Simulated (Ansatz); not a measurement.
All values below come from PBE (plane waves to 420 eV, PAW; Ansatz, a program for electronic structure).

Planar average of the electrostatic potential across the slab, in eV from the Fermi level, for a constructed model of the (111) surface of fcc Ag, a pseudomorphic layer of Zr in the other hollow (bottom of the slab: a bare face, its two planes held):

| z (Å) | V (eV) |
|---|---|
| 3.73 | 4.42 |
| 4.02 | 4.42 |
| 4.31 | 4.42 |
| 4.59 | 4.41 |
| 4.88 | 4.41 |
| 5.17 | 4.39 |
| 5.45 | 4.37 |
| 5.74 | 4.31 |
| 6.03 | 4.20 |
| 6.31 | 3.96 |
| 6.60 | 3.46 |
| 6.89 | 2.40 |
| 7.18 | -0.25 |
| 7.46 | -5.18 |
| 7.75 | -9.79 |
| 8.04 | -11.94 |
| 8.32 | -10.81 |
| 8.61 | -6.85 |
| 8.90 | -1.92 |
| 9.19 | 0.88 |
| 9.47 | 0.28 |
| 9.76 | -3.69 |
| 10.05 | -8.62 |
| 10.33 | -11.76 |
| 10.62 | -11.78 |
| 10.91 | -8.65 |
| 11.19 | -3.73 |
| 11.48 | 0.25 |
| 11.77 | 0.79 |
| 12.06 | -2.11 |
| 12.34 | -7.08 |
| 12.63 | -11.04 |
| 12.92 | -12.14 |
| 13.20 | -9.96 |
| 13.49 | -5.38 |
| 13.78 | -0.71 |
| 14.06 | 0.99 |
| 14.35 | -0.66 |
| 14.64 | -5.31 |
| 14.93 | -9.90 |
| 15.21 | -12.10 |
| 15.50 | -11.04 |
| 15.79 | -7.10 |
| 16.07 | -2.12 |
| 16.36 | 0.85 |
| 16.65 | 0.46 |
| 16.94 | -3.32 |
| 17.22 | -8.28 |
| 17.51 | -11.59 |
| 17.80 | -11.80 |
| 18.08 | -8.85 |
| 18.37 | -3.95 |
| 18.66 | 0.21 |
| 18.94 | 1.07 |
| 19.23 | -1.23 |
| 19.52 | -6.11 |
| 19.81 | -10.44 |
| 20.09 | -12.13 |
| 20.38 | -10.57 |
| 20.67 | -6.35 |
| 20.95 | -1.58 |
| 21.24 | 0.51 |
| 21.53 | -0.66 |
| 21.81 | -4.58 |
| 22.10 | -11.92 |
| 22.39 | -19.22 |
| 22.68 | -22.05 |
| 22.96 | -18.83 |
| 23.25 | -11.43 |
| 23.54 | -4.40 |
| 23.82 | -0.50 |
| 24.11 | 1.63 |
| 24.40 | 2.84 |
| 24.69 | 3.52 |
| 24.97 | 3.90 |
| 25.26 | 4.11 |
| 25.55 | 4.22 |
| 25.83 | 4.29 |
| 26.12 | 4.32 |
| 26.41 | 4.34 |
| 26.69 | 4.34 |
| 26.98 | 4.35 |

Model: 7-atom slab, 14.8 Å thick at the start with caps and adatoms, 15x15x1 mesh, Fermi-Dirac 0.1 eV, dipole correction, 2 atoms held, the rest relaxed; symmetry of the start imposed; no spin, no spin-orbit, no U. In PBE it is, or lies within 0.01 eV a 1x1 cell of, the lowest of the 2 structures of its composition computed so far; subsurface sites and larger cells were not tried.

The vacuum level lies 4.35 eV above the Fermi level over the top face and 4.42 eV above it under the bottom face.
